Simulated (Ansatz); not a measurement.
B12SiC2 (model structure, R-3m, No. 166, 15 atoms in the cell) was calculated with r²SCAN in Ansatz (PAW).

Settings: plane-wave cutoff 560 eV, 8×8×8 k mesh, Fermi–Dirac smearing 0.01 eV, scalar-relativistic PAW data made under PBE.

The cell is the one relaxed with PBEsol. Conventional cell: a = 5.6228 Å, b = 5.6228 Å, c = 12.6038 Å, α = 90.00°, β = 90.00°, γ = 120.00°.

```yaml
crystal:
  lattice:
    - [2.81139, 1.62315, 4.20127]
    - [-2.81139, 1.62315, 4.20127]
    - [0.00000, -3.24631, 4.20127]
  atoms:
    - { symbol: B, position: [0.31629, 0.80937, 0.80937] }
    - { symbol: B, position: [0.68371, 0.19063, 0.19063] }
    - { symbol: B, position: [0.80937, 0.31629, 0.80937] }
    - { symbol: B, position: [0.19063, 0.68371, 0.19063] }
    - { symbol: B, position: [0.80937, 0.80937, 0.31629] }
    - { symbol: B, position: [0.19063, 0.19063, 0.68371] }
    - { symbol: B, position: [0.67263, 0.99384, 0.99384] }
    - { symbol: B, position: [0.32737, 0.00616, 0.00616] }
    - { symbol: B, position: [0.99384, 0.67263, 0.99384] }
    - { symbol: B, position: [0.00616, 0.32737, 0.00616] }
    - { symbol: B, position: [0.99384, 0.99384, 0.67263] }
    - { symbol: B, position: [0.00616, 0.00616, 0.32737] }
    - { symbol: C, position: [0.63591, 0.63591, 0.63591] }
    - { symbol: C, position: [0.36409, 0.36409, 0.36409] }
    - { symbol: Si, position: [0.50000, 0.50000, 0.50000] }
```

Q: List the 37 lowest band energies at Γ above −25 eV (eV, relative to the valence band maximum), grouping those that round alike.

A: At Γ: -17.25, -13.93, -13.90, -11.43 (×2), -10.80, -9.20 (×2), -8.49, -7.93 (×2), -6.60, -6.32 (×3), -3.84 (×2), -2.87, -2.41, -1.64 (×2), -1.21, -1.19 (×2), 4.16, 4.78 (×2), 4.82 (×2), 6.06, 6.63 (×2), 6.97, 8.12, 8.26, 8.50 (×2).

Note: the relaxation could raise the start's symmetry but not lower it, so the cell can be a saddle point; cell and atoms aren't relaxed at this level (largest force component 0.47 eV/Å, pressure 1.4 GPa).

A model structure was made by putting elements into a prototype or built by hand; it is no filed structure, need not be a known phase, and can be a saddle point held by its symmetry.

Ansatz is a first-principles code.
